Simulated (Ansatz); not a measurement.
## Effect of biaxial strain +1.15 %, plane normal [001], relaxed out of plane on Ba4Sb2O

Take Ba4Sb2O (space group I4/mmm, No. 139; a = 5.203 Å, c = 18.076 Å) as the base. Axes: x, y, z lie along a, b, c of the conventional cell.

The change: biaxial strain +1.15 %, plane normal [001], relaxed out of plane (Cartesian); in-plane vectors clamped, the third vector and the atoms free.

The values are results of PBEsol (Ansatz, a first-principles code; PAW; 420 eV plane waves; spin-orbit coupling left out), earlier PAW set, not measurements. Settings: 9×9×9 k-points, 0.05 eV Fermi–Dirac smearing.

The volume per atom increases by 0.53 Å³ to 35.48 Å³ and the space group remains I4/mmm (No. 139). The shortest interatomic distance grows by 0.030 Å (2.601 Å → 2.631 Å) and the energy increases by 2.3 meV/atom. The pressure (mean of the normal stresses, compression positive) goes from zero to -0.60 GPa and the band gap grows by 0.03 eV (0.53 eV → 0.56 eV). The gap character is still direct at M and the width of the top valence band drops by 0.07 eV to 0.70 eV. The electron mass changes from 0.80 mₑ along k, 0.12 mₑ across (at M) to 0.79 mₑ along k, 0.12 mₑ across (at M) and the out-of-plane strain comes out as -0.79 %. The ratio −ε⊥/ε∥ amounts to 0.68 and the mean in-plane stress (compression positive) is -0.9 GPa.

With Sb present, leaving out spin-orbit coupling can change the band edges. Masses are band curvatures over ±0.01 Å⁻¹ around the edge. Along k means along the line from Γ to the band edge. Whether these cells are dynamically stable was not tested.
